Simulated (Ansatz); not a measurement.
**What biaxial strain +1.00 %, plane normal [001], relaxed out of plane does to InSb**

The parent structure is InSb in the zinc blende structure (space group F-43m, No. 216; a = 6.519 Å). Axes: x, y, z lie along the cube axes.

Modification: tensile biaxial strain of 1.00 % in the plane normal to [001], as in epitaxy on a mismatched substrate; the out-of-plane cell vector and the atoms relax.

The values are results of PBEsol in Ansatz (plane waves to 420 eV, PAW, without spin-orbit coupling), not measurements. k-mesh 12×12×12 (Γ-centred); smearing 0.05 eV (Fermi–Dirac).

| quantity | base | changed | shift |
|---|---|---|---|
| volume per atom | 34.63 Å³ | 34.93 Å³ | +0.30 Å³ |
| shortest interatomic distance | 2.823 Å | 2.831 Å | +0.008 Å |
| energy relative to the base (free energy F) | 0 meV/atom | +1.2 meV/atom | +1.2 meV/atom |
| pressure (mean of the normal stresses, compression positive) | 0.0 GPa | -0.4 GPa | -0.4 GPa |
| band gap (uncertain: the Fermi level lies in a band; the changed cell) | zero | 0.07 eV | – |
| out-of-plane strain (rough) | – | -1.12 % | – |
| mean in-plane stress (compression positive) (rough) | – | -0.6 GPa | – |

Without a gap, meshes like the base's 12×12×12 leave anisotropic stresses uncertain by several tenths of a GPa, and small strain energies with them. Spin-orbit coupling, missing from the scalar runs, can matter with Sb. No phonon test of stability was made. The final runs are not spin-polarised. The zero or small gap of InSb can change with the level of theory.

Ansatz is an electronic-structure program.
